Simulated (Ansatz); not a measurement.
S on the O site in corundum (start: the O site; 120-site cell, 2×2×2 Γ-centred sampling). Method: PBE, PAW (plane waves to 420 eV; Ansatz, an electronic-structure program). Total energies of the localised charge states, counted from that of charge +1, and their image corrections (point charge with alignment); the host's valence-band maximum lies at 7.358 eV on the cells' energy zero and its gap is 5.85 eV.

```tsv
charge	moment (μB)	E − E(first) (eV)	correction (eV)
+1	1.0	0.000	0.270
0	not spin-polarised	8.508	0.000
```

Task: Derive the transition levels above the valence-band maximum and say which of them are thermodynamic.

Result: A level is the Fermi energy at which two charges have equal formation energy: ε(q/q′) = [E(q′) + corr(q′) − E(q) − corr(q)] / (q − q′) − E_VBM.
ε(+1/0) = [(8.508 + 0.000) − (0.000 + 0.270)] / 1 − 7.358 = 0.88 eV
Thermodynamic levels at least 0.1 eV inside the gap: (+1/0) at 0.88 eV. They hold to tenths of an eV in this cell. Only the charges listed were compared. At charge −1 the carrier sat in host band states, shallow at most. Flagged in the runs: a host whose relaxation on this sampling wasn't shown to rest.
